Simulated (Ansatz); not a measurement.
# BP: P → W

Base system: BP in the zinc blende structure (space group F-43m, No. 216; a = 4.520 Å).

Perturbation: every P is replaced by W, then cell and atoms are relaxed.

Level of theory: plane-wave PAW DFT at the PBEsol level (Ansatz, a first-principles code, 420 eV), spin-orbit coupling left out. k-mesh 17×17×17 (Γ-centred); smearing 0.05 eV (Fermi–Dirac), for the changed cell.

The volume per atom rises by 2.32 Å³ (11.54 Å³ → 13.86 Å³) and the density increases by 8.65 g/cm³, from 3.01 g/cm³ to 11.66 g/cm³. The lattice parameter a goes up by 0.284 Å (4.520 Å → 4.804 Å) and the space group stays F-43m (No. 216). The shortest interatomic distance rises by 0.123 Å (1.957 Å → 2.080 Å) and the band gap goes from 1.11 eV to zero.

Stability against distortions was not tested. As relaxed here, WB is a hypothetical phase, not in the database extracts checked. The final runs are not spin-polarised. An odd electron count without spin: WB. WB has a high density of states at the Fermi level and may be magnetic at this level.
